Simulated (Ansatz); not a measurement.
The starting structures come from a database of crystals and need not be the phases stable at ambient conditions.

By PBEsol, the system below comes out a metal.

The ballistic (Sharvin) conductance counts the channels at the Fermi level: G/A = (e²/h) × channels of both spins per area.

Input:

```yaml
crystal:
  lattice:
    - [5.68669, 0.00000, 0.00000]
    - [0.00000, 13.76861, 0.00000]
    - [2.84334, 0.00000, 1.64160]
  atoms:
    - { symbol: Nb, position: [0.66667, 0.08332, 0.00000] }
    - { symbol: Nb, position: [0.33333, 0.91668, 0.00000] }
    - { symbol: Nb, position: [0.33333, 0.58332, 0.00000] }
    - { symbol: Nb, position: [0.66667, 0.41668, 0.00000] }
    - { symbol: Sn, position: [0.66667, 0.75000, 0.00000] }
    - { symbol: Sn, position: [0.33333, 0.25000, 0.00000] }
    - { symbol: C, position: [0.00000, 0.00000, 0.00000] }
    - { symbol: C, position: [0.00000, 0.50000, 0.00000] }
```

Space group of this cell: P6_3/mmc. The cell is taken as given; by PBEsol its mean pressure is -6.6 GPa.

The current flows along the normal of the first two printed cell vectors, the (110) plane of the conventional cell. No spin-orbit coupling; the value is a mean over 0.1 eV about the Fermi level.

Task: Compute, with PBEsol run with Ansatz (a first-principles code), the ballistic conductance per area.

Result: 0.72 × 10¹⁵ S/m² for both spins.
